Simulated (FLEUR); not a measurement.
Input and output of a self-consistent single point for PtAl₂ (Fm-3m, 3 atoms in the cell) (FLEUR).

Method of the run: PBE, all-electron FLAPW (FLEUR), scalar-relativistic valence.

The change in words: lattice scaled by 0.98. Reference geometry:
```xyz
3
Lattice="0.0000 2.9000 2.9000 2.9000 0.0000 2.9000 2.9000 2.9000 0.0000" Properties=species:S:1:pos:R:3 pbc="T T T"
Al     1.4500     1.4500     1.4500
Al     4.3501     4.3501     4.3501
Pt     0.0000     0.0000     0.0000
```

Reference input (self-consistent single point, DFT, PBE, all-electron FLAPW (FLEUR), scalar-relativistic valence): Kmax = 4.7 1/bohr; GmaxXC = 14.1 1/bohr; xcFunctional = pbe; jspins = 1; l_soc = F; mode = hist; fermiSmearingEnergy = 0.00367493 Htr; mesh (inpgen div1-3) = 13 13 13; inpgen gamma flag = false; Gmax = 14.1 1/bohr; numbands = 0; maxIterBroyd = 15. This run's input differs from it in these lines:

```diff
@@ -3,5 +3,5 @@
 &input film=f /
--0.0000000000 5.4802756813 5.4802756813
-5.4802756813 0.0000000000 5.4802756813
-5.4802756813 5.4802756813 -0.0000000000
+-0.0000000000 5.3706696763 5.3706696763
+5.3706696763 -0.0000000000 5.3706696763
+5.3706696763 5.3706696763 -0.0000000000
 1.0
@@ -44,5 +44,5 @@
          <bravaisMatrix>
-            <row-1>    0.0000000000000000     5.4802756813000002     5.4802756813000002</row-1>
-            <row-2>    5.4802756813000002     0.0000000000000000     5.4802756813000002</row-2>
-            <row-3>    5.4802756813000002     5.4802756813000002     0.0000000000000000</row-3>
+            <row-1>    0.0000000000000000     5.3706696763000004     5.3706696763000004</row-1>
+            <row-2>    5.3706696763000004     0.0000000000000000     5.3706696763000004</row-2>
+            <row-3>    5.3706696763000004     5.3706696763000004     0.0000000000000000</row-3>
          </bravaisMatrix>
```

Output, abridged:

```
 Iteration:     1   Distance:      15.09221066 me/bohr^3
 Iteration:     2   Distance:      13.02987508 me/bohr^3
 Iteration:     3   Distance:       5.64376249 me/bohr^3
 Iteration:     4   Distance:       2.28135363 me/bohr^3
 Iteration:     5   Distance:       1.01581486 me/bohr^3
   [... 8 lines left out ...]
 Iteration:    14   Distance:       0.00012689 me/bohr^3
 Iteration:    15   Distance:       0.00001665 me/bohr^3
 Iteration:    16   Distance:       0.00001402 me/bohr^3
 Iteration:    17   Distance:       0.00000626 me/bohr^3
 Run finished successfully
 Stop message:
   Structural relaxation: Done

[file out, last iteration]
             iter=     18
[...]
          total density-effective poten   -3.3185484997E+04
          total charge density-energy d   -3.9477986984E+02
 Updated energy parameters for spin:           1
[...]
 fermi energy and band-weighting factors:
    0.766659    0.766659

[...]
FERMIE:
          first approx. to ef    (T=0)  :   0.400165 htr   (energy of the highest occ. eigenvalue)
          number of occ. states  (T=0)  :        910
          first approx. to seigv (T=0)  :  -5.820395 htr
          sum of weights of occ. states :  11.010924
          sum of semicore charge        :   0.000000 e
FERHIS:  Fermi-Energy by histogram:
          bandgap                     :   0.000279 htr
   [... lines left out ...]
          charge neutrality (T=0)     :   0.021848    (zero if the highest occ. eigenvalue is "entirely" occupied)
     EF_NEWTON:  Adjust Fermi-Energy by Newton-Method.
 Direct bandgap for spin            1 :    7.2890713030028809E-003  Htr
 ---->    free energy=                    -18932.4509808538 htr
   [... lines left out ...]
      extrapolation for T->0
 ---->    total electron energy=          -18932.4503455176 htr
 ***** TOTAL FORCES ON ATOMS *****
 TOTAL FORCE FOR ATOM TYPE=  1  X=  2.685   Y=  2.685   Z=  2.685
                       FX_TOT= 0.000000 FY_TOT= 0.000000 FZ_TOT= 0.000000
 TOTAL FORCE FOR ATOM TYPE=  2  X=  0.000   Y=  0.000   Z=  0.000
                       FX_TOT= 0.000000 FY_TOT= 0.000000 FZ_TOT= 0.000000
 Structural relaxation: Done
```

The run converged in 17 iterations. FLEUR gives forces in its relaxation mode, with a further iteration, so its stop message speaks of a relaxation. Against the reference run the free energy rises by 106 meV/atom.

The starting cell has typed, rounded lattice constants, without a prior relaxation at this level. Its lattice was rescaled by a random factor within 2.5 % of one. For this run, on top of that: lattice scaled by 0.98. Spin-orbit coupling is off. Spin polarisation is off. Values depend on the basis (sphere radii, cutoffs, local orbitals), which need not be converged. The log's line on a gap gives a spacing of levels on this mesh, which the program prints for metals too.

Cost on one core of a shared machine: roughly 3 min.
